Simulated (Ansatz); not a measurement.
The starting structures come from a database of crystals and need not be the phases stable at ambient conditions.

By PBEsol, the system below comes out a metal.

A figure of merit of an interconnect metal is its ballistic conductance per area.

Here is the system:

```xyz
4
Lattice="2.7705 0.0000 0.0000 0.0000 9.0023 0.0000 1.3853 0.0000 2.4483" Properties=species:S:1:pos:R:3 pbc="T T T"
Al     0.0000     0.0000     0.0000
Al     0.0000     4.5011     0.0000
Al     1.3853     6.7517     0.8161
Al     2.7705     2.2506     1.6322
```

Space group of this cell: Cmcm. The cell is strained (lengths across the current scaled by 0.98, ions clamped); by PBEsol its mean pressure is 5.8 GPa.

The current flows along the normal of the first two printed cell vectors. No spin-orbit coupling; the value is a mean over 0.1 eV about the Fermi level.

Q: State the ballistic conductance per area according to Ansatz (a program for electronic structure) with PBEsol.

A: 1.3 × 10¹⁵ S/m² for both spins.
